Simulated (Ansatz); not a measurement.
# Ga2O3: strain along the normal

Ga2O3 (corundum, R-3c, 10.060 Å³/atom and stress up to 0.01 GPa in the relaxed cell, c along z) under an equal strain ε in the (0001) plane with the normal axis free, as in a coherent film. PBE in Ansatz, a plane-wave DFT program (PAW, default set), 420 eV, 8×8×8 Γ-centred mesh, Fermi-Dirac smearing 0.05 eV; ions are relaxed, or left where forces stay under 0.02 eV/Å, within the symmetry of each cell.

Here s stands for strain and y for normal strain.

| strain (%) | normal strain (%) |
|---|---|
| -3.00 | ? |
| -1.50 | 1.08 |
| -0.75 | 0.54 |
| 0.00 | 0.00 |
| 0.75 | -0.52 |
| 1.50 | -1.02 |

Taking a straight line for y over the 5 complete rows: Means: s 0, y 0.016. About the means, the sum of products is -3.9450 and the sum of squares of s is 5.6250; the slope is their ratio. Least squares gives y = 0.016 - 0.7013·s. Residuals (row less fit): 0.012, -0.002, -0.016, -0.010, 0.016; standard error 0.016 (degrees of freedom: 3). The slope, -0.701 ± 0.007, is the elastic response of the normal axis, −2C13/C33.

Task: Predict the withheld y at s = -3.00 from the fit, and compare with the calculation.

Result: y = 0.016 - 0.7013 × (-3.00) = 2.120%. The calculation gives 2.22%, 0.100% above the prediction (3.1 % of the range of y in the table). The row lies outside the fitted rows, so this is an extrapolation. From the scatter of the fitted rows alone, a prediction at this place has a standard error of 0.027%, so the miss is 3.7 times that.

A polynomial of degree 2 through the 8 other runs of the series gives 2.22 there, so most of the miss is curvature that the fit leaves out. Ga2O3 is here the metastable α form; monoclinic β is stable. Rows are the converged runs of the series near zero and its far end; series whose fitted rows scatter by over a few per cent of the range, as at a crossing or softening among them, aren't shown in this form, nor equations of state whose B0' disagrees with the runs' pressures. Most that stay on the fit to the last digits aren't either.
